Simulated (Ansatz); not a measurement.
**Phonons of rock salt ZrN at temperature**

Method: the stochastic self-consistent harmonic approximation in a 3×3×3 supercell, PBEsol in Ansatz (a program for electronic structure). The cell is fixed at its relaxed static size. Melting and transitions to other phases are not modelled. An odd repeat of the supercell leaves out some zone-boundary points, where instabilities often lie. Frequencies in cm⁻¹ at q = (0.00, 0.00, 0.33) (fractions of the primitive reciprocal vectors), each column in ascending order, rows equal in every column written once; i marks an imaginary mode. The auxiliary (Gaussian) frequencies are positive by construction; the free-energy Hessian decides stability.

| harmonic | Gaussian 300 K | Hessian 300 K | Gaussian 1500 K | Hessian 1500 K |
|---|---|---|---|---|
| 155 | 157 | 155 | 164 | 156 |
| 241 | 244 | 242 | 250 | 240 |
| 502 | 507 | 503 | 519 | 498 |
| 514 | 516 | 511 | 519 | 498 |
| 514 | 516 | 511 | 523 | 506 |

```yaml
pressure at 300 K in this cell: 2.33 ± 0.04 GPa
pressure at 1500 K in this cell: 8.74 ± 0.12 GPa
pressure near 300 K by path-integral sampling of the fitted surface: 2.35 GPa
pressure near 1500 K by path-integral sampling of the fitted surface: 9.11 GPa
static_pressure: 0.02 GPa
```

Over all wave vectors of the supercell the softest harmonic mode is 155 cm⁻¹ at q = (0.00, 0.00, 0.33); the softest of the Hessian is 155 cm⁻¹ at q = (0.00, 0.00, 0.33) at 300 K (error under 1; the run's verdict: stable), 156 cm⁻¹ at q = (0.00, 0.00, 0.33) at 1500 K (error under 1; the run's verdict: stable).
